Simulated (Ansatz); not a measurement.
# MnSi: Mn → Hg

Start from MnSi (space group P2_13, No. 198; a = 4.471 Å; ferromagnetic).

Perturbation: every Mn is replaced by Hg; the structure is relaxed again.

Method: PBEsol in Ansatz (plane waves to 420 eV, PAW, no spin-orbit coupling), earlier PAW set. k-mesh 15×15×15 (Γ-centred); smearing 0.05 eV (Fermi–Dirac), for the changed cell.

| quantity | base | changed | shift |
|---|---|---|---|
| volume per atom | 11.17 Å³ | 20.03 Å³ | +8.851 Å³ |
| space group | P2_13 (No. 198) | Fm-3m (No. 225) | – |
| shortest interatomic distance | 2.259 Å | 2.716 Å | +0.4564 Å |
| band gap | zero | zero | – |

Final structure:

```
CELL_PARAMETERS angstrom
      0.00000     2.71557     2.71557
      2.71557     0.00000     2.71557
      2.71557     2.71557     0.00000
ATOMIC_POSITIONS crystal
  Hg 0.00000 0.00000 0.00000
  Si 0.50000 0.50000 0.50000
```

Cost of the whole job for the changed cell (relaxation, final SCF and bands): about 110 core-seconds (a rough figure).

Other magnetic orders, which the real material may have, were not ruled out. No phonon test of stability was made. As relaxed here, HgSi is a hypothetical phase, not in the database extracts checked. Spin-polarised in the final run: base; the other runs are not.

Ansatz is a program for electronic structure.
